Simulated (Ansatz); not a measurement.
What biaxial strain −4.20 %, plane normal [001], relaxed out of plane does to Te

Take Te (space group P3_121, No. 152; a = 4.521 Å, c = 5.954 Å; made of chains) as the base. Axes: x lies along a and z along c of the hexagonal cell.

The change: compressive biaxial strain of 4.20 % in the plane normal to [001], as in epitaxy on a mismatched substrate; the out-of-plane cell vector and the atoms relax.

Level of theory: Ansatz (an electronic-structure program) PBE, spin-orbit coupling left out. Γ-centred 9×9×6 mesh, Fermi–Dirac width 0.05 eV.

| quantity | base | changed | shift |
|---|---|---|---|
| volume per atom | 35.13 Å³ | 33.16 Å³ | -1.97 Å³ |
| space group | P3_121 (No. 152) | P3_121 (No. 152) | – |
| shortest interatomic distance | 5.460 bohr | 5.510 bohr | +0.0505 bohr |
| pressure (mean of the normal stresses, compression positive) | 0.0 GPa | 0.9 GPa | +0.9 GPa |
| band gap | 0.23 eV | zero | – |
| out-of-plane strain (rough) | – | +2.86 % | – |
| mean in-plane stress (compression positive) (rough) | – | +1.3 GPa | – |

Without a gap, meshes like the base's 9×9×6 leave anisotropic stresses uncertain by several tenths of a GPa, and small strain energies with them. With Te present, leaving out spin-orbit coupling can change the band edges. Whether these cells are dynamically stable was not tested. No dispersion term is included, though the crystal is made of layers, chains or molecules, so its spacings can come out too wide. The zero or small gap of Te can change with the level of theory.
